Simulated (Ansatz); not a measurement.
Relaxation of the outer planes of the (001) surface of tetragonal MoSi2 in its 1x1 cell (cut with top plane Si, bottom plane Si), outermost plane spacing 1.30 Å in the ideal cut.

Level of theory: PBE (plane waves to 420 eV, PAW; Ansatz, an electronic-structure program).

Model: 21-atom slab, Mo7Si14, 26.2 Å thick at the start, 12x12x1 mesh, Fermi-Dirac 0.1 eV, dipole correction, all atoms relaxed; symmetry of the start imposed; no spin, no spin-orbit, no U.

```csv
plane,atoms,bulk spacing to the next (Å),relaxed spacing (Å),change (%),rumpling (Å)
1,Si,1.298,1.236,-4.8,0.00
2,Mo,1.298,1.282,-1.2,0.00
```
